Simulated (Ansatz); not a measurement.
We consider TiO2 (Pbcn, No. 60, 12 atoms in the cell; start mp-1439; high-pressure phase), described by r²SCAN+rVV10 (Ansatz, an electronic-structure program, PAW).

Settings: plane-wave cutoff 500 eV, 10×8×8 k mesh (along the axes of the cell as run), Fermi–Dirac smearing 0.05 eV, no spin polarisation, scalar-relativistic PAW data made under PBE.

Cell (relaxed at this level):

```yaml
crystal:
  lattice:
    - [4.53614, 0.00000, 0.00000]
    - [0.00000, 5.49786, 0.00000]
    - [0.00000, 0.00000, 4.88555]
  atoms:
    - { symbol: Ti, position: [0.50000, 0.67555, 0.75000] }
    - { symbol: Ti, position: [0.50000, 0.32445, 0.25000] }
    - { symbol: Ti, position: [0.00000, 0.82445, 0.25000] }
    - { symbol: Ti, position: [0.00000, 0.17555, 0.75000] }
    - { symbol: O, position: [0.72923, 0.61739, 0.08066] }
    - { symbol: O, position: [0.27077, 0.38261, 0.91934] }
    - { symbol: O, position: [0.77077, 0.88261, 0.58066] }
    - { symbol: O, position: [0.22923, 0.11739, 0.41934] }
    - { symbol: O, position: [0.22923, 0.88261, 0.91934] }
    - { symbol: O, position: [0.77077, 0.11739, 0.08066] }
    - { symbol: O, position: [0.27077, 0.61739, 0.41934] }
    - { symbol: O, position: [0.72923, 0.38261, 0.58066] }
```

Q: Give the computed band gap.

A: 
- band gap = 3.06 eV (on the SCF k mesh)

Note: the relaxation could not lower the start's symmetry, so the cell can be a saddle point above a distorted one.

Computed values are for the static lattice.

A start named mp-… is a Materials Project structure, which need not be a measured phase.
